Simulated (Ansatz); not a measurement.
This concerns the formation energy of Si7C (P-43m) from the elements. Reaction: C (graphite) + 7 Si (diamond) → Si7C (P-43m). Negative: the products are lower in energy. The value is per atom of the solid.

Si7C (P-43m), 8 atoms in the cell; this is a cell whose start was taken from, or built on, an entry of a structure database, and that this text hasn't matched to a measured one, k-point mesh 6×6×6 on the run's own vectors.
```yaml
crystal:
  lattice:
    - [5.14831, 0.00000, 0.00000]
    - [0.00000, 5.14831, 0.00000]
    - [0.00000, 0.00000, 5.14831]
  atoms:
    - { symbol: C, position: [0.50000, 0.50000, 0.50000] }
    - { symbol: Si, position: [0.27574, 0.72426, 0.72426] }
    - { symbol: Si, position: [0.50000, 0.00000, 0.00000] }
    - { symbol: Si, position: [0.27574, 0.27574, 0.27574] }
    - { symbol: Si, position: [0.00000, 0.50000, 0.00000] }
    - { symbol: Si, position: [0.72426, 0.72426, 0.27574] }
    - { symbol: Si, position: [0.00000, 0.00000, 0.50000] }
    - { symbol: Si, position: [0.72426, 0.27574, 0.72426] }
```

C (graphite, P6₃/mmc), 4 atoms in the cell, k-point mesh 18×18×6 on the run's own vectors. Conventional cell: a = b = 2.465 Å, c = 6.741 Å, α = β = 90.00°, γ = 120.00°.

Si (diamond, Fd-3m), 2 atoms in the cell, k-point mesh 10×10×10 on the run's own vectors. Conventional cell: a = 5.421 Å, b = 5.421 Å, c = 5.421 Å, α = 90.00°, β = 90.00°, γ = 90.00°.

Computed with Ansatz (plane waves, PAW), its PAW set soft_1, cutoff 420 eV, 500 eV for r2SCAN. The structures are at rest with PBE+D3(BJ); other levels are single points on them. HSE06 runs on coarser k-point meshes, mended by the PBE difference between the two meshes. Some cells are metallic or hold partly filled levels, where a hybrid on a coarse mesh is less sure. Neutral cells; Fermi-Dirac smearing of at most 0.05 eV in the solids, energies taken to zero width. The lattices are those relaxed with PBE+D3(BJ), so at other levels the solids can be strained, which adds to the spread. A dispersion term (D3(BJ), or D4 for r2SCAN) was computed beside these levels and is taken off wherever the name lacks it. Space groups of crystals are read within 0.01 Å. Static lattices, no vibrational contributions. Cells are local rest points, mostly with their start's symmetry.

Problem. Predict the value from PBE+D3(BJ).

Solution. 0.17 eV/atom, for C (graphite) + 7 Si (diamond) → Si7C (P-43m).

Problem. How does the value move with the functional?

Solution. 
```csv
Method,value (eV/atom),less PBE+D3(BJ)
PBE,0.19,0.02
r2SCAN+D4,0.18,0.01
HSE06,0.19,0.02
```

The levels shown span only 0.02 eV/atom, too little to tell them apart.

Ansatz is a program for electronic structure.
